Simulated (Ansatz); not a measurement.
# LiH (Fm-3m): band-edge transport data

Input:

```xyz
2
Lattice="0.0000 1.9900 1.9900 1.9900 0.0000 1.9900 1.9900 1.9900 0.0000" Properties=species:S:1:pos:R:3 pbc="T T T"
Li     0.0000     0.0000     0.0000
H      1.9900     1.9900     1.9900
```

Computed with r2SCAN, rigid bands (plane waves, PAW, scalar-relativistic; Ansatz, an electronic-structure program). Condition of this run: functional r2SCAN on the same cell. Geometry: cell and atoms relaxed with PBEsol.

The band gap is 3.62 eV, the electron conductivity mass (300 K, dilute) comes out as 0.31 mₑ and the hole conductivity mass (300 K, dilute) comes out as 0.49 mₑ. The effective density of states N_c (300 K) is 2.6e19 cm⁻³ and the effective density of states N_v (300 K) is 1.3e20 cm⁻³. The density-of-states mass, electrons is 1.03 mₑ and the density-of-states mass, holes comes out as 2.9 mₑ. The Seebeck coefficient, n-type 1e19 cm⁻³, 300 K is -302 μV/K and the best n-type power factor at 300 K for τ = 10 fs (best axis; densities from 1e16 to 1e21 cm⁻³ tried, whether or not they can be reached) is 14.1 μW/(cm·K²) at 1e20 cm⁻³. The Seebeck coefficient, p-type 1e19 cm⁻³, 300 K is 431 μV/K and the best p-type power factor at 300 K for τ = 10 fs (best axis; densities from 1e16 to 1e21 cm⁻³ tried, whether or not they can be reached) is 40 μW/(cm·K²) at 3e20 cm⁻³.

Rigid bands; masses and Seebeck coefficients take one relaxation time τ for all states and one kind of carrier; polarons and phonon drag are left out. Spin-orbit coupling is left out. Geometry: cell and atoms relaxed with PBEsol.
